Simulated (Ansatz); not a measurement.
Take Ta in the bcc (W type) structure (space group Im-3m, No. 229; a = 3.3061 Å; relaxed with 0.1 eV smearing) as the base. Axes: x, y, z lie along the cube axes.

Calculations: Kohn–Sham DFT with the r2SCAN functional, run in Ansatz (an electronic-structure program) with PAW and 500 eV plane waves, spin-orbit coupling left out.

For the base:

The shortest interatomic distance comes out as 286.3 pm.

Now apply this change: tensor shear ε_xy = +1.71 % (engineering shear γ = 0.0342), atoms relaxed at fixed cell.

Q: What happens to the stress?

A: The stress (xx, yy, zz, yz, xz, xy; compression positive) is (0.1, 0.1, 0.2, 0.0, 0.0, -2.5) GPa.

Q: What happens to the energy relative to the base?

A: The energy rises by 4.8 meV/atom.

Q: Estimate the effect on the shortest interatomic distance.

A: The shortest interatomic distance shrinks by 3.25 pm (286.3 pm → 283.1 pm).

The cells carry an imposed strain or load. Whether these cells are dynamically stable was not tested. The final runs are not spin-polarised.
